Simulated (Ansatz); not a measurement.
Results of PBEsol (Ansatz, a program for electronic structure, plane waves, PAW) for HfSiO₄ (I4₁/amd, No. 141, 12 atoms in the cell; start COD 9000852).

Run with plane-wave cutoff 520 eV, 8×8×8 k mesh, Fermi–Dirac smearing 0.01 eV, scalar-relativistic PAW data made under PBE.

Cell (relaxed at this level):

```xyz
12
Lattice="-3.2918 3.2918 2.9831 3.2918 -3.2918 2.9831 3.2918 3.2918 -2.9831" Properties=species:S:1:pos:R:3 pbc="T T T"
Hf     0.0000     3.2918     1.4916
Hf     0.0000     0.0000     0.0000
Si     3.2918     0.0000     1.4916
Si     0.0000     0.0000     2.9831
O      3.2918     2.0754    -1.0853
O      4.5083     0.0000     0.4062
O      0.0000     1.2165     1.8978
O      2.0754     0.0000     0.4062
O      3.2918     1.2165     2.5769
O      1.2165     0.0000     4.0685
O      3.2918    -1.2165     2.5769
O      2.0754     3.2918     1.0853
```

Question: Predict the band gap, smallest direct gap on the k points sampled and direct gap at Γ.

Answer: 
- band gap = 5.37 eV
- smallest direct gap on the k points sampled = 5.74 eV
- direct gap at Γ = 5.78 eV

Note: the relaxation could not lower the start's symmetry, so a distorted cell can lie lower.

Spin–orbit coupling is not included.

Computing time: around 4 core-minutes (rough).
